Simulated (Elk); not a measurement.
# Short convergence ladders for NiAl (P4mm, 2 atoms in the cell)

```
CELL_PARAMETERS angstrom
      2.88133     0.00000     0.00000
      0.00000     2.88133     0.00000
      0.00000     0.00000     2.88133
ATOMIC_POSITIONS crystal
  Al 0.50000 0.50000 0.51735
  Ni 0.00000 0.00000 0.00000
```

Base method: LDA (PW92), all-electron FP-LAPW, Elk's shipped species files, default APW+lo basis run with Elk.

Base settings: swidth = 0.00367493 Ha; ngridk = 7 7 7; rmtscf = 0.95; maxscl = 100.

**The width of Fermi-Dirac smearing**

In this ladder: ngridk = 12 12 12.

Narrow widths need finer meshes than wide ones, so the last steps can hold mesh noise.

Only quantities that move along the ladder and can be compared are tabulated; pressure and forces are left out, as mesh noise rules them at narrow widths.

| swidth | free energy less the last step's (meV/atom) | energy extrapolated to zero width less the last step's (meV/atom) |
|---|---|---|
| 0.0367493 Ha | -775.07 | 65.24 |
| 0.0183747 Ha | -169.98 | 7.08 |
| 0.0110248 Ha | -56.14 | -0.85 |
| 0.00734986 Ha | -21.32 | -0.18 |
| 0.00367493 Ha | 0.00 | 0.00 |

Widest swidth that holds the free energy within 5 meV/atom: not settled: the last two steps still differ by 21 meV/atom, over half the tolerance, so the ladder does not show it.

Widest swidth that holds the energy extrapolated to zero width within 1 meV/atom of the last step, with all finer ones: 0.0110248 Ha; the step before is off by 7.1 meV/atom.

The extrapolation to zero width removes most of the smearing's effect on the energy.

**The width of Methfessel-Paxton smearing**

In this ladder: ngridk = 12 12 12; stype = 1.

Narrow widths need finer meshes than wide ones, so the last steps can hold mesh noise.

Only quantities that move along the ladder and can be compared are tabulated; pressure and forces are left out, as mesh noise rules them at narrow widths.

```tsv
swidth	total energy (no entropy term) less the last step's (meV/atom)
0.0367493 Ha	-24.29
0.0183747 Ha	0.02
0.0110248 Ha	-0.56
0.00734986 Ha	0.06
0.00367493 Ha	0.08
0.00183747 Ha	0.00
```

Widest swidth that holds the total energy (no entropy term) within 1 meV/atom of the last step, with all finer ones: 0.0183747 Ha; the step before is off by 24 meV/atom.

On the base run: the starting cell has typed, rounded lattice constants, without a prior relaxation at this level. Its lattice was rescaled by up to half a per cent. One atom was moved a little off its site on purpose. Spin polarisation is off. Values depend on the basis (sphere radii, cutoffs, local orbitals), which need not be converged.

Left out of this page: 3 runs of the series outside the window shown, repeating another row's setting, or not comparable.
